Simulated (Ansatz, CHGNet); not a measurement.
For MoS2 (R3m, No. 160, 3 atoms in the cell; start mp-1434; a measured phase of this formula has another space group), the machine-learned potential CHGNet 0.3.0 (trained on PBE and PBE+U data) gives:

- equilibrium lattice constant a = 3.194 Å
- lattice parameter c = 26.367 Å

Question: What does r²SCAN (PAW; Ansatz, a quantum-chemistry and plane-wave program) give for the same quantities?

Answer: 
- lattice constant a: 3.185 Å (falls by 0.3 %)
- lattice parameter c: 19.500 Å (drops by 26 %)

Changes are worked out from the printed values.

Unless a cell is named, each level is at its own relaxed cell (CHGNet 0.3.0 25.88, r²SCAN 19.04 Å³/atom).

The crystal itself was run without spin with r²SCAN; a magnetic state was not tried in these runs.

Caveats: the cell has another shape than the first-principles one, perhaps another minimum in the same group (CHGNet 0.3.0); the cell moved over 20 % in volume from its start (CHGNet 0.3.0); the relaxation could not lower the start's symmetry, so the cell can be a saddle point above a distorted one (CHGNet 0.3.0). Ansatz's density-functional and Hartree–Fock values are scalar-relativistic unless marked +SOC, with PAW data made under PBE.

A start named mp-… is a Materials Project structure, which need not be a measured phase.
